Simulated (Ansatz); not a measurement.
## Phonons of Nb (bcc (W type), Im-3m) at temperature

Method: the stochastic self-consistent harmonic approximation in a 4×4×4 supercell, Ansatz (a quantum-chemistry and plane-wave program), PBE functional, plane-wave PAW. The cell is fixed at its relaxed static size. Melting and transitions to other phases are not modelled. Frequencies in cm⁻¹ at q = (0.00, 0.00, 0.50) (fractions of the primitive reciprocal vectors), each column in ascending order, rows equal in every column written once; i marks an imaginary mode. The auxiliary (Gaussian) frequencies are positive by construction; the free-energy Hessian decides stability.

| harmonic | Gaussian 300 K | Hessian 300 K | Gaussian 2000 K | Hessian 2000 K |
|---|---|---|---|---|
| 138 | 135 | 135 | 123 | 121 |
| 169 | 168 | 167 | 162 | 159 |
| 181 | 188 | 187 | 210 | 204 |

```yaml
pressure at 300 K in this cell: 1.48 ± 0.04 GPa
pressure at 2000 K in this cell: 7.47 ± 0.11 GPa
pressure near 300 K by path-integral sampling of the fitted surface: 1.48 GPa
pressure near 2000 K by path-integral sampling of the fitted surface: 7.64 GPa
static_pressure: 0.24 GPa
largest statistical error of the Hessian column at 300 K: 0.8 cm⁻¹
largest statistical error of the Hessian column at 2000 K: 1.8 cm⁻¹
```

Over all wave vectors of the supercell the softest harmonic mode is 74 cm⁻¹ at q = (0.00, 0.00, 0.25); the softest of the Hessian is 76 cm⁻¹ at q = (0.00, 0.00, 0.25) at 300 K (error under 1; the run's verdict: stable), 83 cm⁻¹ at q = (0.00, 0.00, 0.25) at 2000 K (error under 1; the run's verdict: stable).
